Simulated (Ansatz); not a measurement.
# KBr under a change: isotropic strain −2.00 %

The reference is KBr in the rock salt structure (space group Fm-3m, No. 225; a = 6.549 Å).

Modification: the cell is scaled by 0.9800 in all directions, atoms relaxed at fixed cell.

Calculations: DFT with PBEsol, PAW potentials and a 420 eV plane-wave cutoff in Ansatz (a first-principles code), no spin-orbit coupling. Settings: 9×9×9 k-points, 0.05 eV Fermi–Dirac smearing.

The volume per atom falls by 2.06 Å³, from 35.11 Å³ to 33.05 Å³ and the space group remains Fm-3m (No. 225). The shortest interatomic distance decreases by 0.0655 Å, from 3.275 Å to 3.209 Å and the energy rises by 6.7 meV/atom. The pressure increases by 10.9 kbar, from 0.1 kbar to 11.0 kbar and the band gap grows by 0.16 eV (4.34 eV → 4.50 eV). The gap character stays direct at Γ and the mean gap deformation potential ΔEg/Δln V is -2.6 eV. The electron mass becomes 0.35 mₑ (at Γ) (base: 0.37 mₑ (at Γ)) and the valley order (the lowest conduction-band minima on the path, energy above the VBM, named in the base's zone) changes from Γ 4.34 eV; X along ⟨100⟩ 5.72 eV to Γ 4.50 eV; X along ⟨100⟩ 5.63 eV.

Masses are band curvatures over ±0.01 Å⁻¹ around the edge. No phonon test of stability was made.
